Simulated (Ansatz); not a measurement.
# Defect calculation: Rh on the Ir site in fcc Ir

The numbers are results of PBE, PAW (plane waves to 420 eV; Ansatz, an electronic-structure program), not measurements. Cell and caveats: 32-site cell; 6×6×6 shifted k-points; start: the Ir site; no spin–orbit coupling; finite-size errors of tenths of an eV; the relaxation kept the symmetry of the starting site.

Neighbours after relaxation, in Å: of the Rh atom: Ir 2.74, Ir 2.74, Ir 2.74, Ir 2.74, Ir 2.74, Ir 2.74, Ir 2.74, Ir 2.74 (the shell may go on).

Formation energies E_f are those of the neutral cell. Chemical conditions: host crystal and elements as references (Δμ(Ir) = 0.00 eV, Δμ(Rh) = 0.00 eV; Rh taken from its element, since no compound that bounds it was computed at this level; only phases computed here count, gases as isolated molecules at 0 K). Reference phases: Ir: fcc Ir, Rh: fcc Rh.

```json
[
 {"charge": "0", "moment (μB)": "not spin-polarised", "point group": "Oh", "largest move off a lattice site (Å)": "0.00", "E_f, host crystal and elements as references (eV)": "-0.10"}
]
```

Point groups are those of the whole cell at tolerances of 0.03 and 0.1 Å ("near" where only the looser one holds); none is given for unsettled states.

All states together cost around 4 core-minutes (rough).
